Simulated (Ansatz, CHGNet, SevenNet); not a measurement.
TaGe (model structure, started from the NbAs type, I4₁md, No. 109, 4 atoms in the cell): properties by level of theory

| level (code) | equilibrium lattice constant a (Å) | lattice parameter c (Å) |
|---|---|---|
| CHGNet 0.3.0 | [?] | [?] |
| SevenNet-0 | 3.513 | 11.632 |
| SevenNet-l3i5 | [?] | 11.147 |
| LDA (Ansatz) | 3.411 | 11.758 |

Fill in the missing entries.


- CHGNet 0.3.0, equilibrium lattice constant a (Å): 3.624
- CHGNet 0.3.0, lattice parameter c (Å): 10.884
- SevenNet-l3i5, equilibrium lattice constant a (Å): 3.577

Ansatz's density-functional and Hartree–Fock values are scalar-relativistic unless marked +SOC, with PAW data made under PBE.

Static lattice: no zero-point or thermal effects.

A model structure was made by putting elements into a prototype or built by hand; it is no filed structure, need not be a known phase, and can be a saddle point held by its symmetry.

Ansatz is a quantum-chemistry and plane-wave program.
